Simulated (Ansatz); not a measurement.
Reference: AlN (P6_3mc), r2SCAN with spin-orbit coupling, rigid bands (plane waves, PAW; Ansatz, an electronic-structure program); geometry: cell and atoms relaxed with r2SCAN.

```
AlN
1.0
    3.10670     0.00000     0.00000
   -1.55335     2.69048     0.00000
    0.00000     0.00000     4.97858
Al N
2 2
Direct
  0.66667   0.33333   0.49921
  0.33333   0.66667   0.99921
  0.66667   0.33333   0.88079
  0.33333   0.66667   0.38079
```

The band gap is 4.88 eV. The electron conductivity mass is 0.32 mₑ. The hole conductivity mass comes out as 1.02 mₑ and the Seebeck coefficient, n-type 1e19 cm⁻³ is -160 μV/K.

Task: Swap Al for Ga, keeping the structure type. How do these values move?

Result: GaN (P6_3mc): volume per atom 10.4 to 11.4 Å³; band gap falls (4.88 eV to 2.35 eV); electron conductivity mass falls (0.32 mₑ to 0.193 mₑ); hole conductivity mass rises (1.02 mₑ to 1.52 mₑ); Seebeck coefficient, n-type 1e19 cm⁻³ falls in size (-160 μV/K to -111 μV/K).

Moves up to 5 % count as about the same. Masses are for dilute carriers at 300 K, harmonic means over directions unless an axis is named. Seebeck coefficients are for the stated density at 300 K, with one relaxation time for all states and whether or not that doping can be reached.
